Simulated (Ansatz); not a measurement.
Start from SrTiO$_{3}$ in the cubic perovskite structure (space group Pm-3m, No. 221).

```
CELL_PARAMETERS angstrom
      3.89141     0.00000     0.00000
      0.00000     3.89141     0.00000
      0.00000     0.00000     3.89141
ATOMIC_POSITIONS crystal
  Sr 0.00000 0.00000 0.00000
  Ti 0.50000 0.50000 0.50000
  O  0.00000 0.50000 0.50000
  O  0.50000 0.50000 0.00000
  O  0.50000 0.00000 0.50000
```

Cartesian axes are those of the cell as printed.

Calculations: PBEsol/PAW in Ansatz (a quantum-chemistry and plane-wave program), spin-orbit coupling left out, earlier PAW set.

Strains are applied to the cell and any free atomic positions relax; under biaxial strain the out-of-plane vector relaxes too; under stress the whole cell relaxes.

One change was made to it. Results:

The shortest interatomic distance decreases by 0.005 Å (1.946 Å → 1.941 Å); the band gap falls by 0.04 eV (1.86 eV → 1.82 eV); the energy increases by 1.2 meV/atom.

### Question
Which change produced these results?
(A) isotropic strain −0.99 %
(B) uniaxial stress, 3 GPa tension along x
(C) tensor shear ε_xy = −2.27 %
(D) biaxial strain −2.15 %, plane normal [111], relaxed out of plane
(E) uniaxial strain ε_yy = −2.06 %

### Answer
B, uniaxial stress, 3 GPa tension along x. For comparison, the energy relative to the base in the other runs: biaxial strain −2.15 %, plane normal [111], relaxed out of plane gives +13 meV/atom; uniaxial strain ε_yy = −2.06 % gives +5.9 meV/atom; isotropic strain −0.99 % gives +6.3 meV/atom; tensor shear ε_xy = −2.27 % gives +8.7 meV/atom.

Stability under load was not tested beyond the relaxation. All final runs are without spin polarisation. Many cubic perovskites are stable only at high temperature; tilts and polar distortions were not tested.
